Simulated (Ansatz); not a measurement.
What uniaxial strain ε_zz = +0.50 % does to BeS

The parent structure is BeS in the zinc blende structure (space group F-43m, No. 216; a = 4.796 Å). Axes: x, y, z lie along the cube axes.

It is then changed as follows: the cell is stretched by 0.50 % along z with no lateral relaxation, atoms relaxed at fixed cell.

All numbers come from LDA (Ansatz, a program for electronic structure, PAW, no spin-orbit coupling). k-mesh 12×12×12 (Γ-centred); smearing 0.05 eV (Fermi–Dirac).

| quantity | base | changed | shift |
|---|---|---|---|
| volume per atom | 13.79 Å³ | 13.86 Å³ | +0.07 Å³ |
| shortest interatomic distance | 2.077 Å | 2.080 Å | +0.003 Å |
| energy relative to the base (free energy F) | 0 meV/atom | +0.2 meV/atom | +0.2 meV/atom |
| pressure (mean of the normal stresses, compression positive) | 0.00 GPa | -0.51 GPa | -0.51 GPa |
| band gap | 2.82 eV | 2.81 eV | -0.01 eV |
| gap character | – | indirect, Γ → X | – |
| smallest direct gap | 5.49 eV | 5.48 eV | -0.01 eV |
| electron mass | 0.80 mₑ along k, 0.28 mₑ across (at X) | 0.80 mₑ along k, 0.28 mₑ across (at X) | – |
| valence-band top at Γ (three highest levels, from the VBM) | 0.00, 0.00, 0.00 eV | 0.00, 0.00, -0.03 eV | – |
| valley order (the lowest conduction-band minima on the path, energy above the VBM, named in the base's zone) | X along ⟨100⟩ 2.82 eV | X along [010] 2.81 eV; X along [001] 2.85 eV | – |
| stress (xx, yy, zz, yz, xz, xy; compression positive) | – | (-0.34, -0.34, -0.84, 0.00, 0.00, 0.00) GPa | – |

Final structure:

```yaml
crystal:
  lattice:
    - [0.00000, 2.39818, 2.41017]
    - [2.39818, 0.00000, 2.41017]
    - [2.39818, 2.39818, 0.00000]
  atoms:
    - { symbol: Be, position: [0.00000, 0.00000, 0.00000] }
    - { symbol: S, position: [0.25000, 0.25000, 0.25000] }
```

Masses are band curvatures over ±0.01 Å⁻¹ around the edge. Along k means along the line from Γ to the band edge. Whether these cells are dynamically stable was not tested. k-point labels follow each cell's own Brillouin zone.
